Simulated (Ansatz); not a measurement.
Consider Ti in the hcp (Mg type) structure (space group P6_3/mmc, No. 194; a = 2.936 Å, c = 4.640 Å; relaxed with 0.1 eV smearing). Axes: x lies along a and z along c of the hexagonal cell.

Level of theory: r2SCAN, PAW, 500 eV (Ansatz, an electronic-structure program; no spin-orbit coupling).

One thing is altered: uniaxial strain ε_xx = −1.50 %, all other strain components held at zero; the atoms relax in the strained cell.

Task: Predict the stress tensor and what it implies for the stiffness.

Result: Stress of the strained cell less that of the base (GPa, compression positive):
```
    2.8     0.0     0.0
    0.0     1.5     0.0
    0.0     0.0     1.2
```

Then −Δσ_ii/ε with ε = -0.0150 gives secant stiffness values (nonlinear terms included at this strain): C11 ≈ 185 GPa, C12 ≈ 101 GPa and C13 ≈ 77 GPa.

Whether these cells are dynamically stable was not tested. All final runs are without spin polarisation.
